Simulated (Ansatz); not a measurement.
# Si well of 9 atomic layers along [001] in random Si0.8Ge0.2, interfaces sharp

Prepared with Tersoff's 1989 multicomponent potential (SiCGe.tersoff) in LAMMPS: minimisation. Geometry as solved with PBE, support functions at accuracy medium on the grid of 370 eV (Ansatz, a program for electronic structure).

```xyz
648
Lattice="16.58 0.00 0.00 0.00 16.58 0.00 0.00 0.00 49.55" Properties=species:S:1:pos:R:3 pbc="T T T"
Si     0.01    -0.01    -0.01
Si     1.36     1.39     1.36
Si     2.72     2.75    -0.03
Ge     4.11     4.19     1.35
Si     2.71     0.03     2.75
Ge     4.10     1.40     4.17
Si     0.02     2.76     2.78
Si     1.40     4.13     4.15
Si    -0.04     0.04     5.58
Si     1.36     1.41     6.94
Si     2.73     2.80     5.59
Si     4.15     4.16     6.94
Si     2.77     0.04     8.28
Si     4.14     1.40     9.65
Si    -0.01     2.77     8.32
Si     1.37     4.17     9.67
Ge    -0.01     0.06    11.11
Si     1.38     1.41    12.54
Ge     2.77     2.78    11.09
Si     4.21     4.14    12.47
Si     2.74     0.03    13.91
Si     4.15     1.40    15.24
Si    -0.02     2.77    13.88
Si     1.36     4.12    15.27
Si     0.00     0.00    16.62
Si     1.38     1.38    17.98
Si     2.76     2.76    16.62
Si     4.14     4.15    17.98
Si     2.76    -0.01    19.34
Si     4.14     1.38    20.70
Si     0.00     2.77    19.34
Si     1.38     4.14    20.71
Si     0.00     0.00    22.06
Si     1.38     1.38    23.43
Si     2.76     2.76    22.07
Si     4.14     4.14    23.43
Si     2.76     0.00    24.79
Si     4.15     1.39    26.15
Si     0.00     2.77    24.79
Si     1.38     4.15    26.15
Si     0.00     0.01    27.50
Si     1.39     1.39    28.86
Si     2.77     2.77    27.51
Si     4.15     4.15    28.88
Si     2.79     0.03    30.22
Si     4.16     1.41    31.60
Si     0.01     2.76    30.23
Si     1.38     4.14    31.60
Si    -0.04     0.01    33.00
Ge     1.37     1.40    34.39
Si     2.77     2.79    32.96
Si     4.12     4.17    34.33
Si     2.76     0.00    35.81
Si     4.12     1.37    37.16
Si    -0.02     2.80    35.79
Si     1.39     4.17    37.12
Si     0.02     0.00    38.51
Si     1.42     1.35    39.86
Si     2.75     2.77    38.50
Si     4.08     4.15    39.89
Si     2.77    -0.03    41.26
Si     4.10     1.35    42.67
Ge     0.05     2.73    41.29
Si     1.41     4.17    42.67
Si     0.02    -0.02    44.02
Si     1.39     1.37    45.38
Si     2.76     2.77    44.04
Si     4.13     4.15    45.41
Si     2.75    -0.01    46.77
Si     4.09     1.40    48.13
Ge     0.00     2.78    46.79
Si     1.39     4.18    48.20
Si     0.00     5.53     0.02
Si     1.38     6.91     1.40
Si     2.76     8.28     0.01
Si     4.17     9.63     1.36
Si     2.74     5.55     2.79
Si     4.15     6.91     4.15
Si     0.02     8.26     2.78
Si     1.39     9.62     4.15
Ge     0.00     5.51     5.55
Si     1.44     6.89     6.93
Si     2.77     8.26     5.52
Ge     4.15     9.66     6.94
Si     2.79     5.53     8.33
Si     4.15     6.90     9.72
Ge     0.04     8.24     8.36
Si     1.40     9.68     9.75
Si    -0.03     5.48    11.06
Ge     1.35     6.93    12.45
Si     2.79     8.31    11.08
Si     4.14     9.62    12.52
Ge     2.78     5.49    13.88
Si     4.19     6.89    15.25
Si    -0.02     8.33    13.87
Si     1.37     9.69    15.23
Si     0.00     5.52    16.61
Si     1.36     6.88    18.00
Ge     2.77     8.29    16.62
Si     4.17     9.70    18.02
Si     2.76     5.52    19.35
Si     4.15     6.91    20.70
Si     0.00     8.28    19.36
Si     1.38     9.67    20.71
Si     0.00     5.52    22.07
Si     1.39     6.91    23.42
Si     2.77     8.29    22.06
Si     4.15     9.68    23.43
Si     2.76     5.53    24.78
Si     4.15     6.91    26.14
Si     0.00     8.29    24.78
Si     1.38     9.67    26.14
Si     0.00     5.53    27.51
Si     1.39     6.91    28.86
Si     2.77     8.29    27.50
Si     4.14     9.67    28.87
Si     2.76     5.53    30.24
Si     4.14     6.91    31.60
Si     0.03     8.31    30.22
Si     1.39     9.67    31.61
Si     0.04     5.51    33.00
Si     1.42     6.90    34.34
Si     2.77     8.30    32.98
Si     4.14     9.68    34.36
Si     2.77     5.53    35.73
Si     4.11     6.95    37.11
Ge     0.01     8.30    35.74
Si     1.41     9.70    37.15
Si     0.04     5.57    38.48
Si     1.39     6.92    39.90
Si     2.76     8.31    38.52
Si     4.15     9.68    39.89
Si     2.76     5.54    41.28
Si     4.14     6.92    42.64
Si     0.03     8.30    41.27
Si     1.41     9.69    42.63
Si    -0.01     5.52    44.02
Ge     1.40     6.92    45.43
Si     2.79     8.31    44.00
Si     4.18     9.66    45.36
Si     2.79     5.51    46.83
Si     4.14     6.94    48.16
Si    -0.01     8.30    46.85
Si     1.37     9.66    48.20
Si     0.01    11.07    -0.02
Si     1.35    12.45     1.37
Si     2.73    13.80     0.00
Ge     4.12    15.18     1.42
Ge     2.77    11.04     2.76
Si     4.19    12.42     4.17
Si    -0.04    13.81     2.73
Ge     1.33    15.22     4.15
Ge     0.02    11.07     5.51
Si     1.37    12.43     6.97
Ge     2.78    13.81     5.58
Si     4.14    15.23     6.97
Si     2.71    11.04     8.33
Ge     4.12    12.41     9.72
Si    -0.03    13.80     8.31
Ge     1.39    15.21     9.68
Si    -0.02    11.04    11.08
Ge     1.38    12.43    12.49
Si     2.76    13.83    11.10
Ge     4.13    15.20    12.52
Si     2.79    11.03    13.88
Si     4.14    12.43    15.25
Si     0.02    13.85    13.90
Si     1.39    15.22    15.26
Si     0.02    11.04    16.64
Si     1.39    12.44    17.98
Si     2.77    13.82    16.60
Si     4.15    15.20    17.97
Si     2.77    11.07    19.36
Si     4.15    12.45    20.71
Si     0.00    13.82    19.34
Si     1.38    15.20    20.70
Si     0.00    11.06    22.06
Si     1.38    12.44    23.42
Si     2.76    13.83    22.07
Si     4.15    15.21    23.43
Si     2.76    11.06    24.78
Si     4.15    12.44    26.14
Si     0.00    13.82    24.78
Si     1.38    15.20    26.14
Si     0.00    11.05    27.49
Si     1.41    12.40    28.84
Si     2.76    13.82    27.50
Si     4.14    15.21    28.86
Si     2.77    11.04    30.24
Si     4.15    12.43    31.60
Ge    -0.03    13.79    30.20
Ge     1.40    15.21    31.63
Si     0.00    11.04    32.98
Si     1.41    12.39    34.34
Si     2.78    13.77    32.98
Ge     4.15    15.19    34.38
Si     2.77    11.05    35.75
Si     4.14    12.42    37.13
Ge     0.02    13.82    35.72
Si     1.40    15.21    37.16
Si     0.03    11.06    38.51
Si     1.40    12.44    39.88
Si     2.78    13.81    38.51
Si     4.14    15.17    39.90
Si     2.78    11.06    41.25
Si     4.14    12.44    42.64
Si     0.03    13.82    41.26
Si     1.39    15.19    42.64
Si     0.05    11.07    44.01
Si     1.38    12.47    45.39
Si     2.77    13.82    44.01
Si     4.12    15.20    45.39
Ge     2.77    11.04    46.78
Si     4.14    12.42    48.23
Si     0.02    13.82    46.79
Si     1.39    15.20    48.16
Ge     5.53     0.03    -0.03
Si     6.91     1.40     1.40
Ge     8.32     2.77     0.01
Si     9.68     4.19     1.42
Ge     8.27     0.00     2.82
Si     9.69     1.38     4.20
Ge     5.55     2.81     2.78
Si     6.93     4.22     4.18
Ge     5.54    -0.02     5.58
Si     6.90     1.42     6.97
Ge     8.30     2.80     5.58
Si     9.70     4.18     6.99
Ge     8.32     0.02     8.34
Si     9.71     1.42     9.75
Si     5.52     2.80     8.32
Si     6.92     4.15     9.71
Ge     5.55     0.03    11.07
Si     6.94     1.41    12.49
Si     8.29     2.78    11.10
Si     9.64     4.14    12.49
Si     8.27    -0.03    13.83
Ge     9.67     1.37    15.23
Si     5.55     2.76    13.87
Si     6.90     4.15    15.24
Si     5.52     0.01    16.60
Si     6.90     1.38    17.98
Si     8.26     2.78    16.63
Si     9.64     4.13    18.01
Si     8.29     0.01    19.34
Si     9.67     1.38    20.71
Si     5.52     2.76    19.34
Si     6.90     4.14    20.71
Si     5.53     0.00    22.07
Si     6.91     1.39    23.42
Si     8.29     2.77    22.06
Si     9.67     4.14    23.42
Si     8.29     0.00    24.78
Si     9.67     1.38    26.14
Si     5.53     2.77    24.78
Si     6.91     4.15    26.14
Si     5.53     0.00    27.51
Si     6.91     1.39    28.86
Si     8.29     2.76    27.49
Si     9.67     4.14    28.86
Si     8.31     0.02    30.21
Si     9.66     1.41    31.58
Si     5.53     2.78    30.24
Si     6.90     4.16    31.61
Si     5.53     0.04    32.98
Si     6.93     1.38    34.33
Si     8.30     2.77    32.96
Si     9.70     4.13    34.33
Si     8.28    -0.02    35.69
Ge     9.71     1.36    37.09
Ge     5.51     2.75    35.72
Si     6.88     4.14    37.12
Si     5.49    -0.02    38.53
Si     6.87     1.31    39.91
Ge     8.23     2.73    38.51
Ge     9.66     4.14    39.94
Si     8.27    -0.02    41.28
Si     9.66     1.36    42.65
Ge     5.48     2.74    41.26
Ge     6.90     4.19    42.68
Si     5.50    -0.04    44.00
Ge     6.91     1.36    45.41
Si     8.32     2.76    44.02
Si     9.65     4.17    45.38
Si     8.32    -0.05    46.80
Si     9.67     1.36    48.15
Si     5.47     2.77    46.77
Ge     6.87     4.18    48.14
Si     5.52     5.61     0.00
Si     6.90     6.93     1.40
Si     8.22     8.30    -0.02
Ge     9.65     9.66     1.39
Si     8.30     5.56     2.78
Si     9.70     6.88     4.16
Si     5.52     8.29     2.77
Si     6.89     9.68     4.14
Si     5.51     5.54     5.55
Si     6.89     6.88     6.96
Ge     8.29     8.29     5.55
Si     9.68     9.69     6.96
Si     8.29     5.54     8.33
Si     9.65     6.94     9.69
Si     5.55     8.26     8.35
Si     6.94     9.64     9.70
Si     5.55     5.53    11.08
Si     6.92     6.90    12.46
Si     8.29     8.28    11.09
Si     9.65     9.64    12.48
Si     8.27     5.52    13.86
Si     9.63     6.92    15.21
Si     5.53     8.24    13.85
Ge     6.90     9.68    15.24
Si     5.54     5.52    16.63
Si     6.92     6.91    17.99
Si     8.31     8.28    16.63
Si     9.68     9.67    17.99
Si     8.29     5.53    19.36
Si     9.68     6.91    20.71
Si     5.54     8.29    19.35
Si     6.92     9.68    20.71
Si     5.52     5.53    22.07
Si     6.91     6.91    23.42
Si     8.30     8.30    22.07
Si     9.68     9.68    23.43
Si     8.29     5.53    24.78
Si     9.67     6.91    26.14
Si     5.53     8.29    24.78
Si     6.91     9.67    26.15
Si     5.52     5.53    27.51
Si     6.91     6.91    28.87
Si     8.29     8.28    27.50
Si     9.70     9.66    28.84
Si     8.27     5.50    30.21
Ge     9.69     6.90    31.59
Si     5.51     8.28    30.23
Si     6.85     9.68    31.60
Si     5.51     5.54    32.97
Si     6.84     6.91    34.37
Ge     8.25     8.33    33.01
Si     9.67     9.74    34.37
Ge     8.28     5.52    35.73
Si     9.63     6.95    37.14
Si     5.50     8.30    35.75
Si     6.90     9.67    37.12
Ge     5.50     5.55    38.52
Si     6.92     6.95    39.91
Si     8.27     8.31    38.52
Si     9.65     9.69    39.89
Si     8.29     5.60    41.29
Si     9.67     6.94    42.67
Si     5.52     8.30    41.27
Si     6.90     9.68    42.64
Si     5.48     5.57    44.06
Si     6.89     6.94    45.40
Si     8.27     8.30    44.02
Si     9.66     9.66    45.40
Si     8.27     5.54    46.73
Ge     9.67     6.92    48.16
Si     5.51     8.31    46.78
Si     6.88     9.68    48.15
Si     5.53    11.04     0.01
Si     6.89    12.42     1.40
Si     8.24    13.79     0.01
Ge     9.67    15.15     1.40
Si     8.27    11.07     2.79
Si     9.66    12.42     4.17
Si     5.55    13.79     2.81
Si     6.91    15.14     4.19
Si     5.56    11.06     5.53
Si     6.95    12.40     6.91
Si     8.31    13.80     5.56
Si     9.68    15.19     6.92
Si     8.29    11.05     8.33
Si     9.64    12.47     9.69
Ge     5.57    13.82     8.31
Si     6.96    15.19     9.74
Ge     5.56    11.01    11.14
Si     6.95    12.46    12.50
Si     8.31    13.82    11.11
Si     9.69    15.21    12.47
Si     8.30    11.05    13.83
Ge     9.69    12.46    15.23
Si     5.55    13.79    13.90
Si     6.90    15.21    15.24
Si     5.51    11.09    16.64
Si     6.91    12.46    17.98
Si     8.27    13.86    16.63
Si     9.67    15.21    18.00
Si     8.29    11.06    19.34
Si     9.67    12.44    20.71
Si     5.52    13.83    19.34
Si     6.91    15.21    20.70
Si     5.53    11.06    22.07
Si     6.91    12.44    23.43
Si     8.29    13.82    22.06
Si     9.67    15.20    23.42
Si     8.29    11.06    24.79
Si     9.68    12.44    26.15
Si     5.53    13.82    24.78
Si     6.91    15.21    26.14
Si     5.52    11.05    27.50
Si     6.89    12.46    28.83
Si     8.29    13.83    27.50
Si     9.68    15.21    28.86
Ge     8.29    11.06    30.23
Si     9.70    12.46    31.63
Si     5.50    13.80    30.21
Ge     6.91    15.20    31.60
Si     5.51    11.05    32.98
Si     6.90    12.41    34.36
Si     8.29    13.78    33.00
Si     9.63    15.18    34.35
Si     8.27    11.06    35.76
Si     9.64    12.41    37.16
Si     5.53    13.76    35.74
Ge     6.90    15.18    37.12
Si     5.53    11.05    38.51
Si     6.90    12.43    39.89
Si     8.30    13.79    38.54
Si     9.63    15.22    39.87
Si     8.27    11.05    41.27
Si     9.63    12.40    42.68
Si     5.52    13.80    41.27
Si     6.90    15.17    42.64
Si     5.53    11.06    44.00
Si     6.91    12.40    45.38
Si     8.27    13.81    44.04
Si     9.67    15.19    45.39
Si     8.26    11.01    46.75
Ge     9.65    12.41    48.15
Ge     5.52    13.80    46.79
Si     6.94    15.19    48.17
Ge    11.09     0.02     0.00
Si    12.50     1.40     1.40
Si    13.88     2.75     0.04
Si    15.23     4.14     1.41
Si    13.87     0.02     2.75
Si    15.21     1.40     4.16
Ge    11.09     2.78     2.81
Si    12.48     4.19     4.20
Si    11.03    -0.01     5.55
Ge    12.44     1.39     6.95
Si    13.84     2.78     5.53
Si    15.18     4.12     6.95
Si    13.83    -0.02     8.35
Si    15.18     1.42     9.69
Si    11.06     2.80     8.36
Si    12.46     4.13     9.72
Si    11.07     0.01    11.10
Si    12.44     1.38    12.47
Si    13.81     2.76    11.10
Si    15.21     4.13    12.47
Si    13.78     0.04    13.90
Si    15.21     1.37    15.25
Si    11.05     2.76    13.80
Ge    12.47     4.12    15.20
Si    11.06    -0.02    16.64
Si    12.44     1.37    17.99
Si    13.85     2.73    16.63
Si    15.20     4.14    17.98
Si    13.82     0.00    19.36
Si    15.21     1.39    20.71
Si    11.05     2.76    19.35
Si    12.44     4.14    20.71
Si    11.05     0.00    22.07
Si    12.44     1.38    23.43
Si    13.82     2.77    22.07
Si    15.20     4.15    23.43
Si    13.82     0.00    24.78
Si    15.20     1.38    26.14
Si    11.06     2.76    24.79
Si    12.44     4.15    26.15
Si    11.06     0.00    27.50
Si    12.43     1.39    28.87
Si    13.82     2.76    27.50
Si    15.20     4.14    28.86
Si    13.82     0.00    30.22
Si    15.23     1.36    31.58
Si    11.05     2.77    30.22
Si    12.43     4.15    31.58
Ge    11.05    -0.01    32.97
Si    12.45     1.38    34.38
Ge    13.85     2.77    32.97
Si    15.24     4.18    34.39
Si    13.83     0.01    35.74
Si    15.21     1.37    37.13
Si    11.08     2.78    35.70
Si    12.47     4.13    37.06
Si    11.08    -0.03    38.53
Si    12.45     1.37    39.88
Si    13.79     2.73    38.46
Ge    15.22     4.13    39.82
Si    13.86     0.03    41.25
Si    15.21     1.36    42.68
Si    11.06     2.70    41.28
Ge    12.42     4.12    42.68
Si    11.04     0.02    44.05
Si    12.47     1.36    45.39
Si    13.85     2.74    44.05
Si    15.18     4.17    45.39
Si    13.87     0.02    46.76
Si    15.20     1.37    48.19
Ge    11.05     2.76    46.76
Ge    12.48     4.17    48.21
Si    11.06     5.55     0.06
Si    12.45     6.90     1.40
Si    13.80     8.26    -0.01
Ge    15.21     9.67     1.39
Si    13.83     5.52     2.77
Si    15.21     6.89     4.12
Si    11.05     8.24     2.77
Ge    12.39     9.68     4.16
Si    11.06     5.52     5.57
Si    12.40     6.87     6.97
Ge    13.80     8.23     5.56
Ge    15.19     9.68     6.97
Si    13.80     5.49     8.32
Si    15.18     6.84     9.70
Si    11.05     8.29     8.32
Si    12.42     9.66     9.68
Ge    11.05     5.53    11.09
Si    12.43     6.91    12.52
Ge    13.82     8.28    11.09
Si    15.21     9.70    12.48
Si    13.86     5.55    13.83
Si    15.22     6.91    15.23
Si    11.02     8.27    13.85
Ge    12.44     9.67    15.23
Ge    11.04     5.55    16.62
Si    12.46     6.93    18.01
Si    13.85     8.27    16.62
Si    15.22     9.66    17.99
Si    13.82     5.52    19.35
Si    15.20     6.91    20.71
Si    11.06     8.30    19.36
Si    12.44     9.68    20.71
Si    11.06     5.53    22.07
Si    12.44     6.91    23.43
Si    13.82     8.29    22.07
Si    15.20     9.67    23.42
Si    13.82     5.53    24.79
Si    15.21     6.91    26.14
Si    11.06     8.29    24.79
Si    12.45     9.67    26.14
Si    11.05     5.53    27.50
Si    12.45     6.91    28.85
Si    13.83     8.30    27.50
Si    15.21     9.68    28.87
Si    13.81     5.51    30.21
Ge    15.21     6.91    31.61
Si    11.09     8.30    30.21
Si    12.43     9.67    31.61
Si    11.09     5.50    32.99
Si    12.46     6.88    34.35
Si    13.80     8.31    33.00
Si    15.18     9.69    34.35
Si    13.85     5.54    35.74
Si    15.20     6.90    37.13
Ge    11.07     8.30    35.74
Si    12.48     9.70    37.12
Ge    11.07     5.53    38.46
Ge    12.44     7.00    39.88
Si    13.87     8.34    38.48
Si    15.27     9.65    39.87
Ge    13.85     5.56    41.28
Si    15.25     6.95    42.67
Si    11.01     8.34    41.30
Si    12.41     9.65    42.68
Si    11.03     5.56    44.05
Si    12.44     6.91    45.41
Si    13.80     8.27    44.02
Ge    15.20     9.69    45.42
Si    13.84     5.56    46.77
Si    15.21     6.90    48.19
Si    11.08     8.32    46.76
Si    12.45     9.66    48.16
Si    11.07    11.01    -0.02
Ge    12.46    12.42     1.37
Si    13.88    13.82    -0.01
Si    15.22    15.22     1.37
Si    13.83    11.07     2.80
Si    15.19    12.47     4.14
Si    11.05    13.77     2.80
Ge    12.45    15.21     4.15
Si    11.00    11.06     5.56
Ge    12.43    12.46     6.94
Si    13.86    13.84     5.55
Si    15.20    15.21     6.95
Si    13.80    11.06     8.37
Si    15.19    12.43     9.71
Si    11.03    13.86     8.34
Si    12.42    15.21     9.72
Ge    11.03    11.06    11.08
Si    12.44    12.46    12.48
Si    13.79    13.80    11.07
Ge    15.15    15.20    12.51
Si    13.82    11.07    13.81
Ge    15.20    12.44    15.26
Si    11.09    13.86    13.84
Si    12.43    15.22    15.25
Si    11.06    11.06    16.66
Si    12.44    12.45    18.00
Si    13.79    13.85    16.64
Si    15.20    15.21    17.99
Si    13.83    11.06    19.34
Si    15.21    12.44    20.70
Si    11.05    13.82    19.36
Si    12.44    15.20    20.71
Si    11.06    11.06    22.07
Si    12.44    12.44    23.43
Si    13.82    13.82    22.06
Si    15.20    15.20    23.42
Si    13.82    11.06    24.78
Si    15.20    12.44    26.14
Si    11.05    13.82    24.78
Si    12.43    15.20    26.13
Si    11.06    11.06    27.50
Si    12.44    12.43    28.88
Si    13.80    13.82    27.50
Si    15.17    15.22    28.83
Si    13.81    11.05    30.25
Si    15.18    12.41    31.63
Si    11.06    13.82    30.23
Si    12.47    15.18    31.58
Si    11.07    11.07    32.98
Si    12.46    12.43    34.35
Si    13.82    13.81    32.98
Si    15.17    15.21    34.35
Si    13.83    11.07    35.74
Si    15.23    12.40    37.11
Ge    11.05    13.81    35.76
Si    12.45    15.24    37.12
Si    11.03    11.01    38.48
Ge    12.42    12.41    39.86
Ge    13.87    13.84    38.49
Si    15.25    15.23    39.91
Ge    13.86    11.01    41.29
Si    15.27    12.44    42.64
Ge    10.99    13.81    41.28
Ge    12.45    15.24    42.65
Si    11.04    11.04    44.04
Si    12.41    12.40    45.43
Ge    13.87    13.80    44.07
Si    15.26    15.23    45.44
Si    13.80    11.08    46.83
Si    15.23    12.44    48.16
Si    11.04    13.81    46.73
Ge    12.49    15.17    48.11
```
